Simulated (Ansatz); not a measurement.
Candidates (primitive cells; geometry: cell and atoms relaxed with PBEsol):
A. SrO (Fm-3m), a = b = c = 3.6221 Å, α = β = γ = 60.00°
B. SnO$_{2}$ (P4_2/mnm), a = b = 4.769 Å, c = 3.212 Å, α = β = γ = 90.00°
C. BN (P6_3mc), a = b = 2.541 Å, c = 4.203 Å, α = β = 90.00°, γ = 120.00°
D. LiF (Fm-3m), a = 2.8340 Å, b = 2.8340 Å, c = 2.8340 Å, α = 60.00°, β = 60.00°, γ = 60.00°

Problem. Order them by band gap (lowest first) at the level PBE, rigid bands in Ansatz (an electronic-structure program).

Solution. B (1.02 eV), A (3.31 eV), C (5.19 eV), D (9.22 eV)

Spin-orbit coupling is left out.
